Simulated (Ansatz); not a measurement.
An Ansatz (a program for electronic structure) run: ZrO2 with a change (isotropic strain +2.75 %); PBE, PAW, 420 eV (Ansatz; no SOC).

Input:

Ansatz 0.2 input:
```yaml
crystal:
  lattice:
    - [3.7206160577, 0, 0]
    - [0, 3.7206160577, 0]
    - [0, 0, 5.4282071813]
  atoms:
    - { symbol: Zr, position: [0, 0, 0] }
    - { symbol: Zr, position: [0.5, 0.5, 0.5] }
    - { symbol: O, position: [0, 0.5, 0.1927614747] }
    - { symbol: O, position: [0, 0.5, 0.6927614747] }
    - { symbol: O, position: [0.5, 0, 0.3072385253] }
    - { symbol: O, position: [0.5, 0, 0.8072385253] }
basis: { ecutwfc: 420, ecutrho_ratio: 4, xc_grid: 2, fft_grid_basis: typed }
kpoints: { mp_grid: { grid: [9, 9, 6] } }
hamiltonian:
  xc: pbe
  dispersion: none
  pseudopotentials: { kind: paw }
scf: { occupations: { method: fermi_dirac, width: 0.05 }, convergence: { dr2_threshold: 0.0000000006 } }
relax: { f_tol: 0.005, max_steps: 50 }
output: { forces: true, stress: true }
checkpoint: { write: state.ck, write_every: 1000 }
```

Output (explanatory and most iteration lines left out):

```
Relaxation: its limit of steps is 50 (relax.max_steps)
Pseudopotential: Zr, paw, valence charge 12
Pseudopotential: O, paw, valence charge 6
Crystal: 6 atoms, lattice volume = 75.143 Å³
Basis set: ecut = 420 eV, 1459 PW (Γ), exchange–correlation on 50×50×80 points (8 copies of the dense FFT grid, shifted against one another)
Bands: 30, of which v1, the nominal top of the filled ones, is band 24 counted from 1 (23 counted from 0)
Symmetry: 16 space group operations
Space group: P42/nmc (ITA 137), of the structure as read, at distance tolerance 4.2e-5 Å
k-points: 60 of 486
Functional: x = pbe(κ = 0.804, μ = 0.2195149727645171), c = pbe(β = 0.06672455060314922)
SCF iter   1: F=—  HF=-10647.541569 eV  |F-HF|=—  |Δ(HF+E_count)|=         —  Δρ=2.75e-3  dr2=1.51e-3  ethr=1.77e-3  ⟨swp⟩=4.6  Hψ=7326  notcnv=0
SCF iter   2: F=—  HF=-10647.541328 eV  |F-HF|=—  |Δ(HF+E_count)|=   2.41e-4  Δρ=1.44e-3  dr2=4.75e-4  ethr=3.14e-6  ⟨swp⟩=2.2  Hψ=3568  notcnv=0
SCF 1 converged in 8 iterations: F = -10647.541697 eV  dr2 = 9.40e-11
relax step   1: F+E_penalty+E_count = -10647.54169737 eV  Δ(F+E_penalty+E_count) = +0.000e0 eV  max|allowed force component| = 4.080e-1 eV/Å  Δτ_max = 0.0000 Å  (8 SCF iters, accepted)
Crystal: 6 atoms, lattice volume = 75.143 Å³
SCF iter   1: F=—  HF=-10647.595978 eV  |F-HF|=—  |Δ(HF+E_count)|=         —  Δρ=4.19e-3  dr2=9.24e-3  ethr=1.88e-5  ⟨swp⟩=1.9  Hψ=6076  notcnv=0  defer=115
SCF iter   2: F=—  HF=-10647.595211 eV  |F-HF|=—  |Δ(HF+E_count)|=   7.67e-4  Δρ=2.43e-3  dr2=3.09e-3  ethr=1.88e-5  ⟨swp⟩=1.0  Hψ=1685  notcnv=0  defer=115
SCF 2 converged in 8 iterations: F = -10647.595067 eV  dr2 = 6.05e-11
relax step   2: F+E_penalty+E_count = -10647.59506737 eV  Δ(F+E_penalty+E_count) = -5.337e-2 eV  max|allowed force component| = 2.423e-1 eV/Å  Δτ_max = 0.0406 Å  (8 SCF iters, accepted)
Crystal: 6 atoms, lattice volume = 75.143 Å³
SCF iter   1: F=—  HF=-10647.619904 eV  |F-HF|=—  |Δ(HF+E_count)|=         —  Δρ=5.79e-3  dr2=1.85e-2  ethr=4.00e-4  ⟨swp⟩=4.1  Hψ=4722  notcnv=0  defer=113
SCF iter   2: F=—  HF=-10647.618095 eV  |F-HF|=—  |Δ(HF+E_count)|=   1.81e-3  Δρ=3.36e-3  dr2=6.31e-3  ethr=3.86e-5  ⟨swp⟩=1.0  Hψ=2281  notcnv=0  defer=113
SCF 3 converged in 8 iterations: F = -10647.617518 eV  dr2 = 1.82e-10
relax step   3: F+E_penalty+E_count = -10647.61751754 eV  Δ(F+E_penalty+E_count) = -2.245e-2 eV  max|allowed force component| = 6.205e-2 eV/Å  Δτ_max = 0.0585 Å  (8 SCF iters, accepted)
Crystal: 6 atoms, lattice volume = 75.143 Å³
SCF iter   1: F=—  HF=-10647.619010 eV  |F-HF|=—  |Δ(HF+E_count)|=         —  Δρ=1.06e-3  dr2=6.37e-4  ethr=1.35e-5  ⟨swp⟩=2.0  Hψ=3963  notcnv=0  defer=114
SCF iter   2: F=—  HF=-10647.618943 eV  |F-HF|=—  |Δ(HF+E_count)|=   6.67e-5  Δρ=6.15e-4  dr2=2.15e-4  ethr=1.33e-6  ⟨swp⟩=1.0  Hψ=2280  notcnv=0  defer=114
SCF 4 converged in 7 iterations: F = -10647.618868 eV  dr2 = 1.56e-10
relax step   4: F+E_penalty+E_count = -10647.61886795 eV  Δ(F+E_penalty+E_count) = -1.350e-3 eV  max|allowed force component| = 9.665e-5 eV/Å  Δτ_max = 0.0109 Å  (7 SCF iters, accepted)
SCF converged after 7 iterations
Free energy (F): -10647.618868 eV
Internal energy: -10647.618868 eV  (E = F + TS)
E sigma→0 (E₀):  -10647.618868 eV
Fermi energy:    11.497389 eV
--- Forces (eV/Å), atoms counted from 1 ---
  atom   1  Zr     0.00000000     0.00000000     0.00000000
  atom   2  Zr     0.00000000     0.00000000    -0.00000000
  atom   3  O      0.00000000     0.00000000     0.00009665
  atom   4  O      0.00000000     0.00000000     0.00009665
  atom   5  O      0.00000000     0.00000000    -0.00009665
  atom   6  O      0.00000000     0.00000000    -0.00009665
--- Stress (GPa, compression-positive) ---
      -13.704698       0.000000       0.000000
        0.000000     -13.704698       0.000000
        0.000000       0.000000      -7.067897
  P = ⅓ Tr σ = -11.4924 GPa (-114.924 kbar)
--- Relaxed structure (4 steps of the walk, 4 accepted, 0 SCFs on fresh bases) ---
  atoms:
    - { symbol: Zr, position: [-1.2451994026838968e-98, 9.77310155671215e-37, 0.0] }
    - { symbol: Zr, position: [0.5, 0.5, 0.5] }
    - { symbol: O, position: [-1.0514509261014453e-35, 0.5, 0.17651374466841227] }
    - { symbol: O, position: [1.496295548682826e-35, 0.5, 0.6765137446684124] }
    - { symbol: O, position: [0.5, -2.2579234631024624e-36, 0.32348625533158776] }
    - { symbol: O, position: [0.5, -3.8755402724893015e-36, 0.8234862553315877] }
```

Stability against distortions was not tested. The cell was made from ZrO2 (space group P4_2/nmc, No. 137) by this change: isotropic strain +2.75 %. This is not the structure that ZrO2 has at room temperature and ambient pressure.
